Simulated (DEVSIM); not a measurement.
Device: abrupt Si p-n junction, at 300 K.

```csv
layer (left to right),material,thickness (μm),Nd (cm⁻³),Na (cm⁻³),τn (s),τp (s)
1,Si,0.100,-,2.2e18,5.5e-7,5.5e-7
2,Si,2.80,4.2e12,-,5.5e-7,5.5e-7
```

Left contact: ohmic. Right contact: ohmic. Voltage is applied to the left contact. Recombination: SRH at mid-gap, radiative. Mobility is constant in doping.

Constants are typed, rounded textbook-type inputs, not results; the design itself was drawn at random and stands for no fabricated device. Values at 300 K.

```tsv
parameter	Si
gap (eV)	1.124
affinity (eV)	4.05
permittivity	11.7
Nc (cm⁻³)	2.86e19
Nv (cm⁻³)	3.1e19
μn (cm²/Vs)	1417
μp (cm²/Vs)	470
B (cm³/s)	4.7e-15
```

Simulated with DEVSIM: 1D drift-diffusion, Boltzmann statistics, complete ionisation; no tunnelling, impact ionisation, image-force lowering or self-heating.

Problem. Give the dark forward current.

Solution. 
(V (V), J (A/cm²)): (0.05, 1.7e-5); (0.10, 0.00011); (0.15, 0.00066); (0.20, 0.0035); (0.30, 0.071); (0.35, 0.23); (0.40, 0.61); (0.45, 1.4); (0.50, 3.4); (0.55, 8.1); (0.60, 19); (0.70, 56); (0.75, 69); (0.80, 78); (0.85, 86); (0.90, 94); (0.95, 100); (1.05, 120); (1.10, 120); (1.15, 130); (1.20, 140); (1.25, 140); (1.30, 150); (1.35, 160); (1.45, 170); (1.50, 180); (1.55, 180); (1.60, 190)
